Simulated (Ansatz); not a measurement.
# CsSnI3: stress against strain

CsSnI3 (cubic perovskite, Pm-3m, 43.862 Å³/atom at rest) under an equal strain ε in the (001) plane with the normal axis free, as in a coherent film. LDA in Ansatz, a plane-wave DFT program (PAW, default set), 420 eV, 8×8×8 Γ-centred mesh, Fermi-Dirac smearing 0.05 eV; ions are relaxed within the symmetry of each cell. Stress is positive for a compressed cell.

Here s stands for strain and y for stress xx.

| strain (%) | stress xx (GPa) |
|---|---|
| -3.00 | ? |
| -1.20 | 0.74 |
| -0.60 | 0.36 |
| 0.00 | 0.00 |
| 0.60 | -0.33 |
| 1.20 | -0.63 |

Using a straight line, estimate the missing y at s = -3.00 from the other rows, showing the fit.

Means: s 0, y 0.028. About the means, the sum of products is -2.0580 and the sum of squares of s is 3.6000; the slope is their ratio. Least squares gives y = 0.028 - 0.5717·s. Residuals (row less fit): 0.026, -0.011, -0.028, -0.015, 0.028; standard error 0.029 (degrees of freedom: 3). The slope gives the biaxial elastic modulus of this plane = 57 ± 1.5 GPa. At the withheld row, y = 0.028 - 0.5717 × (-3.0) = 1.743 GPa. The calculation gives 2.08 GPa, 0.337 GPa above the prediction (12.4 % of the range of y in the table). The row lies outside the fitted rows, so this is an extrapolation. From the scatter of the fitted rows alone, a prediction at this place has a standard error of 0.057 GPa, so the miss is 5.9 times that.

One order more, fitted to all 11 runs of the series, follows each within 0.01, so the miss is the next term of a smooth law. This level leaves no gap over 0.05 eV at strain -1.20, -0.60, 0.00, 0.60, 1.20, where the mesh may be coarse. The primitive cell can neither tilt nor turn polar against its symmetry, as such crystals can under strain. CsSnI3 is here the ideal cubic form; the compound distorts at low or room temperature. Rows are the converged runs of the series near zero and its far end; series whose fitted rows scatter by over a few per cent of the range, as at a crossing or softening among them, aren't shown in this form. Most that stay on the fit to the last digits aren't either.
